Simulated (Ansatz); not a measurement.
Spacing of the highest filled and lowest empty level at the zone centre in eight small model glasses of hand-chosen composition and density, fast-quenched (anions pushed apart in CHGNet runs), each at its PBE geometry, by PBE and by r2SCAN (Ansatz, a quantum-chemistry and plane-wave program, plane waves, PAW). The cells are the first eight to finish that balance their formal charges, show no moments and no lower geometry on charging where those were tested, and have a gap at both levels; defect levels can set the spacings.

```json
[
 {"cell": "In9Ga9Zn9O37Ca", "quench by": "CHGNet", "pressure (GPa)": "0.2", "levels at the gap": "spread", "PBE (eV)": "0.96", "experiment, tabulated (eV)": "-"},
 {"cell": "Si24O49Be", "quench by": "CHGNet", "pressure (GPa)": "0.6", "levels at the gap": "localised at the filled edge", "PBE (eV)": "5.06", "experiment, tabulated (eV)": "-"},
 {"cell": "Zr20O41Sr", "quench by": "CHGNet", "pressure (GPa)": "0.3", "levels at the gap": "localised at the filled edge", "PBE (eV)": "3.61", "experiment, tabulated (eV)": "-"},
 {"cell": "Ga24O38Zr", "quench by": "CHGNet", "pressure (GPa)": "2.1", "levels at the gap": "localised at the filled edge", "PBE (eV)": "1.92", "experiment, tabulated (eV)": "-"},
 {"cell": "Ga24O37Zn", "quench by": "CHGNet", "pressure (GPa)": "0.2", "levels at the gap": "localised at the filled edge", "PBE (eV)": "1.35", "experiment, tabulated (eV)": "-"},
 {"cell": "Si24O53P2", "quench by": "CHGNet", "pressure (GPa)": "-0.5", "levels at the gap": "localised at the filled edge", "PBE (eV)": "4.14", "experiment, tabulated (eV)": "-"},
 {"cell": "Zr20O45P2", "quench by": "CHGNet", "pressure (GPa)": "-1.6", "levels at the gap": "localised at the filled edge", "PBE (eV)": "3.72", "experiment, tabulated (eV)": "-"},
 {"cell": "Ti20O43Y2", "quench by": "CHGNet", "pressure (GPa)": "0.4", "levels at the gap": "localised at the filled edge", "PBE (eV)": "2.73", "experiment, tabulated (eV)": "-"}
]
```

Q: What does r2SCAN give, and how does it move these values against PBE?

A: In9Ga9Zn9O37Ca 1.40, Si24O49Be 5.72, Zr20O41Sr 4.07, Ga24O38Zr 2.47, Ga24O37Zn 1.87, Si24O53P2 4.80, Zr20O45P2 4.17, Ti20O43Y2 3.08 eV. It raises them by +0.35 to +0.66 eV, +0.51 eV on average. A straight line through the eight gives r2SCAN = 1.04 × PBE +0.40 eV, with a scatter of 0.09 eV.
